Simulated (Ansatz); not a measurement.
The starting structures come from a database of crystals and need not be the phases stable at ambient conditions.

By PBEsol, the system below comes out a metal.

Data:

```xyz
4
Lattice="2.9694 0.0000 0.0000 -1.4847 2.5715 0.0000 0.0000 0.0000 9.6530" Properties=species:S:1:pos:R:3 pbc="T T T"
Ag     0.0000     0.0000     0.0000
Ag     0.0000     0.0000     4.8265
Ag     0.0000     1.7144     2.4132
Ag     1.4847     0.8572     7.2397
```

Space group of this cell: P6_3/mmc. The cell is strained (all lengths scaled by 1.02); by PBEsol its mean pressure is -8.9 GPa.

The current flows along the normal of the first two printed cell vectors, the (001) plane of the conventional cell. No spin-orbit coupling; the value is a mean over 0.1 eV about the Fermi level.

Problem. Compute, with PBEsol in Ansatz (a program for electronic structure), the ballistic conductance per area.

Solution. 0.82 × 10¹⁵ S/m² for both spins.
